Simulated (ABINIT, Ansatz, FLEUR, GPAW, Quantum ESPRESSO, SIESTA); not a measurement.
## One structure in several programs: RbMg6Zr (Amm2, 8 atoms in the cell)

Self-consistent single point.

```
RbMg6Zr
1.0
    5.25008     0.00000     0.00000
    0.00000     3.42191     5.82810
    0.00000    -3.42191     5.82810
Rb Mg Zr
1 6 1
Cartesian
  2.62504   0.00000   6.82797
  0.00000   1.83852   7.81117
  0.00000  -1.83852   7.81117
  0.00000   0.00000   4.67344
  2.62504   1.80957   3.97348
  2.62504  -1.80957   3.97348
  2.62504   0.00000   0.87748
  0.00000   0.00000  10.67638
```

All programs got the same cell, k-point mesh and kind of occupations (in Ansatz's words: kpoints.mp_grid.grid = 4 3 3; scf.occupations.method = fermi_dirac; scf.occupations.width = 0.0073 Ry); potentials, basis and cutoffs are each program's usual ones.

```csv
code,model,pressure (GPa),largest force (eV/Å),k-points,cutoff
GPAW,"PBEsol, GPAW PAW datasets PBEsol (made by gpaw-setup)",-1.14,0.083,12,850 eV
Ansatz,"PBEsol, PAW files made with PBE",-1.15,0.086,12,30.9 Ry
SIESTA,"GGA PBEsol, numerical atomic orbitals TZP, PseudoDojo PBEsol standard norm-conserving potentials (rewritten from UPF to PSML)",-0.37,–,20,grid 400 Ry
FLEUR,"PBEsol, all-electron FLAPW (FLEUR), scalar-relativistic valence",–,0.085,12,Kmax 3.8 1/bohr
ABINIT,"PBEsol, PAW (JTH v2.0 PBE PAW, files made for PBE)",-1.19,0.082,12,20 Ha
Quantum ESPRESSO,"PBEsol, PseudoDojo standard norm-conserving (PBESOL) pseudopotentials",-1.13,0.084,12,85 Ry
```

Size of the force on each atom (eV/Å): Sizes of forces hide their directions.

```csv
code,Rb1,Mg2,Mg3,Mg4,Mg5,Mg6,Mg7,Zr8
GPAW,0.021,0.005,0.005,0.083,0.038,0.038,0.038,0.005
Ansatz,0.021,0.008,0.008,0.086,0.038,0.038,0.038,0.006
FLEUR,0.021,0.007,0.007,0.085,0.036,0.036,0.035,0.005
ABINIT,0.025,0.007,0.007,0.082,0.050,0.050,0.040,0.002
Quantum ESPRESSO,0.019,0.009,0.009,0.084,0.033,0.033,0.036,0.007
```

A dash marks a value that a program does not give, or that is left out as unsure.

The spread over the programs that give each value: pressure within 0.82 GPa; largest force within 0.004 eV/Å.

The starting cell comes from a database of computed structures (which also holds hypothetical and non-ambient phases and stackings), without a prior relaxation at this level.

Problem. Why do the programs differ, and what cannot be compared?

Solution. Differences of this kind can come from the potentials, where these differ, and from what each basis and cutoff leave unconverged. The zero of total energies and Fermi levels follows the potentials and each program's conventions, so they are not compared here. SIESTA uses small atom-centred bases, whose incompleteness enters pressures, forces and empty levels differently from a plane-wave cutoff. FLEUR treats all electrons, but the usual bases taken here (sphere radii, linearisation, local orbitals, empty states) were not tested for convergence, so the values are no reference for the others. Ansatz's pressure is given at a fixed set of plane waves, as the other plane-wave codes print theirs. Ansatz's smearing width was typed in Ry to four decimals, so it matches the others to a few per cent. The programs reduce the same mesh by symmetry to different extents, which changes the work and not the result.

Left out of this page: CP2K (unsound by tests on forces, stress, charge or solver warnings); Elk (not drawn, or without a comparable value).

Ansatz is a program for electronic structure.

Keys are those of Ansatz 0.2.
